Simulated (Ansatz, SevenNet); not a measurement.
Lattice constant a of C11b WSi2: levels of theory against measurement

Reference value: 3.214 Å (measured, temperature not stated, no zero-point or thermal correction; as tabulated in Pavlosiuk et al. (2022), arXiv:2202.05362).

```csv
level (code),value (Å)
SevenNet-l3i5,3.233
LDA (Ansatz),…
PBE (Ansatz),3.229
B3LYP (VWN-RPA form) (Ansatz),3.251
Hartree–Fock (Ansatz),3.245
```

Task: What belongs in the gaps?

Result: 
- LDA (Ansatz, an electronic-structure program), value (Å): 3.185

Differences against the reference: SevenNet-l3i5 +0.59 %, LDA -0.90 %, PBE +0.47 %, B3LYP (VWN-RPA form) +1.15 %, Hartree–Fock +0.96 %.

The reference's temperature isn't stated, so close values are not ranked against it.

The reference isn't brought to a static lattice, while the calculations are for one, so the differences are not the levels' errors alone.  Density-functional levels without +SOC have no spin–orbit coupling. B3LYP (VWN-RPA form), Hartree–Fock: the run has no spin polarisation, so it can have missed a magnetic state. Cutoffs and k meshes differ between the levels. Ansatz's density-functional and Hartree–Fock values are scalar-relativistic unless marked +SOC, with PAW data made under PBE.

Machine-learned potentials (SevenNet-l3i5) are trained on DFT data: a solid inside that data is no test of them.

Differences are worked out from the printed values.
